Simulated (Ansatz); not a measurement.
The structure below was relaxed with Ansatz (a first-principles code) r2SCAN, spin-orbit coupling left out, at pressure 4.5 GPa.

```xyz
2
Lattice="0.0000 3.1817 3.1817 3.1817 0.0000 3.1817 3.1817 3.1817 0.0000" Properties=species:S:1:pos:R:3 pbc="T T T"
Te     4.7725     4.7725     4.7725
Cd     0.0000     0.0000     0.0000
```

### Question
Find the space group and the Wyckoff positions.

### Answer
Space group F-43m (No. 216); a = 6.363 Å, b = 6.363 Å, c = 6.363 Å, α = 90.00°, β = 90.00°, γ = 90.00°

```
atom  site  symmetry       x       y       z
----  ----  --------  ------  ------  ------
Te      4c      -43m  0.2500  0.2500  0.2500
Cd      4a      -43m  0.0000  0.0000  0.0000
```

Load acts through the strain it causes; cell and atoms are relaxed under it. Stability against distortions was not tested. Measured, CdTe leaves this structure (for cinnabar) near 3.53 GPa (temperature not stated; as listed in Datta, Sujoy, Jana, Debnarayan, arXiv (2020)), on rising pressure, with hysteresis. The cell was made from CdTe in the zinc blende structure (space group F-43m, No. 216) by this change: pressure 4.5 GPa.
